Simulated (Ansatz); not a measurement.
# A computed series for Ti3Al: response to strain

Consider Ti3Al (space group P6_3/mmc, No. 194; a = 5.747 Å, c = 4.632 Å). Axes: x lies along a and z along c of the hexagonal cell.

Strains are applied to the cell and any free atomic positions relax; under biaxial strain the out-of-plane vector relaxes too; under stress the whole cell relaxes.

All numbers come from plane-wave PAW DFT at the r2SCAN level (Ansatz, an electronic-structure program, 500 eV), spin-orbit coupling left out.

Notes on the quantities. energy relative to the base: free energy F; pressure: mean of the normal stresses, compression positive.

```json
[
 {"change": "base", "volume per atom": "16.56 Å³", "energy relative to the base": "0 meV/atom", "pressure": "0.0 GPa"},
 {"change": "biaxial strain −4.07 %, plane normal [001], relaxed out of plane", "volume per atom": "15.55 Å³", "energy relative to the base": "+49 meV/atom", "pressure": "8.5 GPa"},
 {"change": "biaxial strain −1.35 %, plane normal [001], relaxed out of plane", "volume per atom": "16.23 Å³", "energy relative to the base": "+5.0 meV/atom", "pressure": "2.5 GPa"},
 {"change": "biaxial strain −1.30 %, plane normal [001], relaxed out of plane", "volume per atom": "16.24 Å³", "energy relative to the base": "+4.6 meV/atom", "pressure": "2.4 GPa"},
 {"change": "isotropic strain −0.82 %", "volume per atom": "16.16 Å³", "energy relative to the base": "+3.9 meV/atom", "pressure": "3.1 GPa"},
 {"change": "isotropic strain +0.49 %", "volume per atom": "16.80 Å³", "energy relative to the base": "+1.3 meV/atom", "pressure": "-1.7 GPa"},
 {"change": "uniaxial strain ε_yy = −1.37 %", "volume per atom": "16.33 Å³", "energy relative to the base": "+2.0 meV/atom", "pressure": "1.7 GPa"},
 {"change": "uniaxial strain ε_yy = −1.15 %", "volume per atom": "16.37 Å³", "energy relative to the base": "[?]", "pressure": "[?]"},
 {"change": "uniaxial strain ε_zz = −1.46 %", "volume per atom": "16.32 Å³", "energy relative to the base": "+2.8 meV/atom", "pressure": "1.9 GPa"},
 {"change": "uniaxial stress, 1 GPa tension along x", "volume per atom": "16.61 Å³", "energy relative to the base": "+0.3 meV/atom", "pressure": "–"}
]
```

**Question.** What belongs in the blanks?

**Answer.** 
- uniaxial strain ε_yy = −1.15 %, energy relative to the base: +1.4 meV/atom
- uniaxial strain ε_yy = −1.15 %, pressure: 1.4 GPa

Stability under load was not tested beyond the relaxation. The final runs are not spin-polarised.
